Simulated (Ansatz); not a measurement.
# Ansatz run on KSiPCO₇ (P2_1, 22 atoms in the cell): self-consistent single point

Level of theory: PBEsol, default PAW files made with PBE (plane waves; Ansatz, a quantum-chemistry and plane-wave program).

Input as run:

Ansatz 0.2 input:
```yaml
crystal:
  lattice:
    - [5.097330, 0.000000, 0.000000]
    - [0.000000, 6.008840, 0.000000]
    - [-0.216688, 0.000000, 10.108658]
  atoms:
    - { symbol: K, position: [0.248780, 0.632430, 0.790210] }
    - { symbol: K, position: [0.751220, 0.132430, 0.209790] }
    - { symbol: Si, position: [0.767070, 0.222080, 0.645570] }
    - { symbol: Si, position: [0.232930, 0.722080, 0.354430] }
    - { symbol: P, position: [0.735370, 0.725440, 0.552260] }
    - { symbol: P, position: [0.264630, 0.225440, 0.447740] }
    - { symbol: C, position: [0.712570, 0.256540, 0.865850] }
    - { symbol: C, position: [0.287430, 0.756540, 0.134150] }
    - { symbol: O, position: [0.319470, 0.798770, 0.016570] }
    - { symbol: O, position: [0.680530, 0.298770, 0.983430] }
    - { symbol: O, position: [0.941530, 0.234250, 0.803780] }
    - { symbol: O, position: [0.058470, 0.734250, 0.196220] }
    - { symbol: O, position: [0.522370, 0.235260, 0.771630] }
    - { symbol: O, position: [0.477630, 0.735260, 0.228370] }
    - { symbol: O, position: [0.767630, 0.925040, 0.647300] }
    - { symbol: O, position: [0.232370, 0.425040, 0.352700] }
    - { symbol: O, position: [0.769670, 0.524610, 0.645500] }
    - { symbol: O, position: [0.230330, 0.024610, 0.354500] }
    - { symbol: O, position: [0.057490, 0.224980, 0.554920] }
    - { symbol: O, position: [0.942510, 0.724980, 0.445080] }
    - { symbol: O, position: [0.453330, 0.722730, 0.492640] }
    - { symbol: O, position: [0.546670, 0.222730, 0.507360] }
basis:
  ecutwfc: 420.0
kpoints:
  mp_grid: { grid: [4, 3, 2] }
hamiltonian:
  xc: pbesol
  pseudopotentials: { kind: paw }
scf:
  occupations: { method: fixed }
output:
  forces: true
  eigenvalues: true
  stress: true
```

Output, abridged:

```
WARN ansatz: RAYON_NUM_THREADS=1 ignored (pool sized by the plan → 1); use --threads N
Pseudopotentials: kind: paw
Pseudopotential: K, paw, valence charge 9
Pseudopotential: Si, paw, valence charge 4
Pseudopotential: P, paw, valence charge 5
Pseudopotential: C, paw, valence charge 4
Pseudopotential: O, paw, valence charge 6
Crystal: 22 atoms, lattice volume = 309.618 Å³
Basis set: ecut = 420 eV, 6063 PW (Γ), exchange–correlation on 72×90×144 points (8 copies of the dense FFT grid, shifted against one another)
Bands: 86, of which v1, the nominal top of the filled ones, is band 64 counted from 1 (63 counted from 0)
Symmetry: 2 space group operations
Space group: P21 (ITA 4), of the structure as read, at distance tolerance 6.8e-5 Å
k-points: 12 of 24 (time reversal used)
PAW frozen core: K, regenerated for the run's functional, and the local potential with it
PAW frozen core: Si, regenerated for the run's functional, and the local potential with it
PAW frozen core: P, regenerated for the run's functional, and the local potential with it
PAW frozen core: C, regenerated for the run's functional, and the local potential with it
PAW frozen core: O, regenerated for the run's functional, and the local potential with it
Initial density: superposition of atomic densities (neutral atoms: chi_scale 0, normalization atom), corrected by the library's trained network
Initial wavefunctions: pseudopotential atomic-orbital guess
Eigensolver: davidson
Functional: x = pbesol(κ = 0.804, μ = 0.12345679012345678), c = pbesol(β = 0.046)
SCF iter   1: F=—  HF=-14112.198892 eV  |F-HF|=—  |Δ(HF+E_count)|=         —  Δρ=1.08e-2  dr2=3.22e-1  ethr=1.77e-3  ⟨swp⟩=5.1  Hψ=4161  notcnv=0  defer=229
all-band conjugate gradients solve this SCF's bands
preconditioner: auto → Resta (q_TF=auto, 2.355 Å⁻¹)
SCF iter   2: F=—  HF=-14112.114653 eV  |F-HF|=—  |Δ(HF+E_count)|=   8.42e-2  Δρ=3.53e-3  dr2=2.21e-2  ethr=2.51e-4  ⟨swp⟩=2.8  Hψ=1718  notcnv=0  defer=240
SCF iter   3: F=—  HF=-14112.110800 eV  |F-HF|=—  |Δ(HF+E_count)|=   3.85e-3  Δρ=1.15e-3  dr2=5.65e-3  ethr=1.73e-5  ⟨swp⟩=3.0  Hψ=1613  notcnv=0  defer=240
SCF iter   4: F=—  HF=-14112.110303 eV  |F-HF|=—  |Δ(HF+E_count)|=   4.97e-4  Δρ=8.67e-4  dr2=1.89e-3  ethr=4.42e-6  ⟨swp⟩=2.4  Hψ=1456  notcnv=0  defer=240
SCF iter   5: F=—  HF=-14112.110011 eV  |F-HF|=—  |Δ(HF+E_count)|=   2.92e-4  Δρ=1.66e-4  dr2=1.48e-4  ethr=1.47e-6  ⟨swp⟩=2.5  Hψ=1524  notcnv=0  defer=240
SCF iter   6: F=—  HF=-14112.110059 eV  |F-HF|=—  |Δ(HF+E_count)|=   4.82e-5  Δρ=7.78e-5  dr2=2.18e-5  ethr=1.16e-7  ⟨swp⟩=3.1  Hψ=1388  notcnv=0  defer=234
SCF iter   7: F=—  HF=-14112.110310 eV  |F-HF|=—  |Δ(HF+E_count)|=   2.51e-4  Δρ=3.60e-5  dr2=3.52e-6  ethr=1.70e-8  ⟨swp⟩=2.2  Hψ=1788  notcnv=0  defer=234
SCF iter   8: F=—  HF=-14112.110312 eV  |F-HF|=—  |Δ(HF+E_count)|=   2.57e-6  Δρ=8.56e-6  dr2=2.34e-7  ethr=2.75e-9  ⟨swp⟩=2.8  Hψ=1498  notcnv=0  defer=232
SCF iter   9: F=-14112.110313 eV  HF=-14112.110313 eV  |F-HF|=7.76e-9  |Δ(HF+E_count)|=   5.99e-7  Δρ=4.53e-6  dr2=5.24e-8  ethr=7.81e-11  ⟨swp⟩=23.0  Hψ=8229  notcnv=0
SCF 1 converged in 9 iterations: F = -14112.110313 eV  dr2 = 5.24e-8
SCF converged after 9 iterations
Free energy (F): -14112.110313 eV
Harris-Foulkes:  -14112.110313 eV  (|F-HF|=7.76e-9)
Internal energy: -14112.110313 eV  (E = F + TS)
E sigma→0 (E₀):  -14112.110313 eV
Fermi energy:    2.426602 eV
--- Per-component energies (eV) ---
  E_band       = -806.350325
  E_kinetic    = 3411.266014
  E_local      = -10417.393598  (includes V_loc(G=0)·N_el)
  E_nonlocal   = 862.533715
  E_hartree    = 3957.045878
  E_xc         = -1617.575866
  E_vxc        = -1975.063993  (∫ρ·V_xc dr)
  E_paw        = -5960.740521  (= ΣΔE_a)
  E_vpaw       = -601.823408  (= ΣTr[D̂ρ^β])
  E_aug_tail   = 0.035163  (compensation charges beyond the density's cutoff)
  E_ewald      = -4348.188413
  E_core_change = 0.907315  (= ΣΔE_core)
  E_smearing   = -0.000000  (= −TS)
  E_closure    = -0.000000  (closes the sum)
  Σ components = -14112.110313   (vs F -14112.110313, Δ=0.00e0)
--- Forces (eV/Å), atoms counted from 1 ---
  atom   1  K     -0.05205745    -0.06146162     0.10181988
  atom   2  K      0.05205745    -0.06146162    -0.10181988
  atom   3  Si    -0.03980670    -0.00907907     0.07892640
  atom   4  Si     0.03980670    -0.00907907    -0.07892640
  atom   5  P      0.00436464     0.03203946     0.02569662
  atom   6  P     -0.00436464     0.03203946    -0.02569662
  atom   7  C     -0.08644316     0.08254285     0.24030056
  atom   8  C      0.08644316     0.08254285    -0.24030056
  atom   9  O     -0.15111747    -0.28473508     0.99251485
  atom  10  O      0.15111747    -0.28473508    -0.99251485
  atom  11  O     -0.46674496     0.04839746    -0.12463913
  atom  12  O      0.46674496     0.04839746     0.12463913
  atom  13  O      0.34099422     0.02130915     0.04149901
  atom  14  O     -0.34099422     0.02130915    -0.04149901
  atom  15  O      0.06110132     0.09886078    -0.10969058
  atom  16  O     -0.06110132     0.09886078     0.10969058
  atom  17  O      0.05544047    -0.04565920    -0.05348729
  atom  18  O     -0.05544047    -0.04565920     0.05348729
  atom  19  O      0.04270643     0.06508357     0.12329458
  atom  20  O     -0.04270643     0.06508357    -0.12329458
  atom  21  O     -0.02871802     0.05267372    -0.08418723
  atom  22  O      0.02871802     0.05267372     0.08418723
  max |Σ_I F_I| component: 5.60e-5 eV/Å
--- Stress (GPa, compression-positive) ---
       -2.806343      -0.000000       0.006061
       -0.000000      -1.888631       0.000000
        0.006070       0.000000      -3.302598
  P = ⅓ Tr σ = -2.6659 GPa (-26.659 kbar)
  The stress holds the Pulay correction. Without it, at fixed plane waves, as pw.x and ABINIT print it: P = -3.2825 GPa
--- Band table (eV; the first three rows and the last of 12) ---
  k-point 0: bands = ["-24.9130", "-24.9122", "-19.4307", "-19.1344", "-18.8409", "-18.4466", "-17.0679", "-16.4595", "-16.2796", "-16.2662", "-16.2453", "-16.1669", "-16.1085", "-16.0392", "-15.2517", "-15.2510", "-9.3247", "-8.5394", "-8.5235", [...]
  k-point 1: bands = ["-24.9129", "-24.9123", "-19.4312", "-19.1378", "-18.8344", "-18.4474", "-17.0750", "-16.4595", "-16.2797", "-16.2478", "-16.2405", "-16.1678", "-16.1270", "-16.0373", "-15.2532", "-15.2495", "-9.3304", "-8.5296", "-8.5273", [...]
  k-point 2: bands = ["-24.9127", "-24.9123", "-19.2883", "-19.1290", "-18.8355", "-18.6548", "-16.9881", "-16.6185", "-16.4146", "-16.3282", "-16.2396", "-16.2068", "-15.9639", "-15.8368", "-15.2512", "-15.2509", "-8.8188", "-8.5339", "-8.5249", [...]
  k-point 11: bands = ["-24.9113", "-24.9111", "-19.1373", "-19.1329", "-18.6982", "-18.6784", "-17.0913", "-17.0799", "-16.3685", "-16.3612", "-16.2067", "-16.2051", "-15.8582", "-15.8439", "-15.3174", "-15.3154", "-8.5413", "-8.5382", "-8.5271", [...]
```

The run converged in 9 iterations.

The starting cell comes from a database of computed structures (which also holds hypothetical and non-ambient phases and stackings), without a prior relaxation at this level. Forces in this geometry exceed 1 eV/Å. Ansatz's pressure includes its estimate of the finite-basis (Pulay) stress. Without the estimate this run gives -3.28 GPa.

Cost on one core of a shared machine: roughly 40 s.
